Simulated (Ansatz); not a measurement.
Abridged Ansatz (a first-principles code) output:

```
Relaxation: its limit of steps is 50 (relax.max_steps)
Pseudopotential: I, paw, valence charge 17
Pseudopotential: Cu, paw, valence charge 19
Crystal: 2 atoms, lattice volume = 52.377 Å³
Basis set: ecut = 420 eV, 969 PW (Γ), exchange–correlation on 60×60×60 points (8 copies of the dense FFT grid, shifted against one another)
Bands: 22, of which v1, the nominal top of the filled ones, is band 18 counted from 1 (17 counted from 0)
Symmetry: 4 space group operations
k-points: 171 of 1000 (time reversal used)
Functional: x = pbesol(κ = 0.804, μ = 0.12345679012345678), c = pbesol(β = 0.046)
SCF iter   1: F=—  HF=-14021.295559 eV  |F-HF|=—  |Δ(HF+E_count)|=         —  Δρ=8.73e-3  dr2=2.33e-2  ethr=1.77e-3  ⟨swp⟩=6.1  Hψ=18532  notcnv=0
SCF iter   2: F=—  HF=-14021.300291 eV  |F-HF|=—  |Δ(HF+E_count)|=   4.73e-3  Δρ=1.13e-2  dr2=4.38e-2  ethr=6.48e-5  ⟨swp⟩=2.2  Hψ=8948  notcnv=0
SCF 1 converged in 9 iterations: F = -14021.289395 eV  dr2 = 8.31e-12
relax step   1: F+E_penalty+E_count = -14021.28939493 eV  Δ(F+E_penalty+E_count) = +0.000e0 eV  max|allowed force component| = 3.045e-2 eV/Å  Δτ_max = 0.0000 Å  (9 SCF iters, accepted)
Crystal: 2 atoms, lattice volume = 52.377 Å³
SCF iter   1: F=—  HF=-14021.289503 eV  |F-HF|=—  |Δ(HF+E_count)|=         —  Δρ=1.70e-4  dr2=1.24e-5  ethr=3.31e-8  ⟨swp⟩=2.0  Hψ=13756  notcnv=0
SCF iter   2: F=—  HF=-14021.289499 eV  |F-HF|=—  |Δ(HF+E_count)|=   4.24e-6  Δρ=6.82e-5  dr2=7.74e-7  ethr=3.31e-8  ⟨swp⟩=2.2  Hψ=5984  notcnv=0
SCF 2 converged in 7 iterations: F = -14021.289499 eV  dr2 = 5.52e-12
relax step   2: F+E_penalty+E_count = -14021.28949923 eV  Δ(F+E_penalty+E_count) = -1.043e-4 eV  max|allowed force component| = 1.575e-2 eV/Å  Δτ_max = 0.0023 Å  (7 SCF iters, accepted)
Crystal: 2 atoms, lattice volume = 52.377 Å³
SCF iter   1: F=—  HF=-14021.289542 eV  |F-HF|=—  |Δ(HF+E_count)|=         —  Δρ=1.81e-4  dr2=1.40e-5  ethr=3.94e-7  ⟨swp⟩=3.1  Hψ=9253  notcnv=0
SCF iter   2: F=—  HF=-14021.289537 eV  |F-HF|=—  |Δ(HF+E_count)|=   4.90e-6  Δρ=7.32e-5  dr2=9.06e-7  ethr=3.89e-8  ⟨swp⟩=2.1  Hψ=7148  notcnv=0
SCF 3 converged in 7 iterations: F = -14021.289537 eV  dr2 = 1.15e-11
relax step   3: F+E_penalty+E_count = -14021.28953734 eV  Δ(F+E_penalty+E_count) = -3.811e-5 eV  max|allowed force component| = 3.363e-6 eV/Å  Δτ_max = 0.0024 Å  (7 SCF iters, accepted)
SCF converged after 7 iterations
Free energy (F): -14021.289537 eV
Internal energy: -14021.289537 eV  (E = F + TS)
E sigma→0 (E₀):  -14021.289537 eV
Entropy (-TS):   -0.000000 eV (-0.000 meV/atom)
Fermi energy:    9.563005 eV
--- Forces (eV/Å), atoms counted from 1 ---
  atom   1  I     -0.00000332    -0.00000000     0.00000000
  atom   2  Cu     0.00000341     0.00000000    -0.00000000
--- Stress (GPa, compression-positive) ---
       -0.000367       0.000000      -0.000000
        0.000000      -0.000594       0.163978
       -0.000000       0.163978      -0.000594
  P = ⅓ Tr σ = -0.0005 GPa (-0.005 kbar)
--- Relaxed structure (3 steps of the walk, 3 accepted, 0 SCFs on fresh bases) ---
  atoms:
    - { symbol: I, position: [0.7507873959994696, 0.7492126040005304, 0.7492126040005305] }
    - { symbol: Cu, position: [-0.0007873959994696385, 0.0007873959994696385, 0.0007873959994696385] }
```

Task: What was computed, and what are the main results?

Result: CuI, 2 atoms in the cell, with PBEsol, PAW, 420 eV (Ansatz; scalar-relativistic without spin-orbit coupling). The last SCF converged to F = -14021.289537 eV, or -7010.6448 eV per atom, at a pressure of 0.00 GPa. The total energy compares only with runs of the same code, potentials and settings.

Spin-orbit coupling, missing from the scalar runs, can matter with I. The cells carry an imposed strain or load. Whether these cells are dynamically stable was not tested. The final runs are not spin-polarised. The cell was made from CuI in the zinc blende structure (space group F-43m, No. 216) by this change: tensor shear ε_yz = −0.34 %.

Keys are those of Ansatz 0.2.
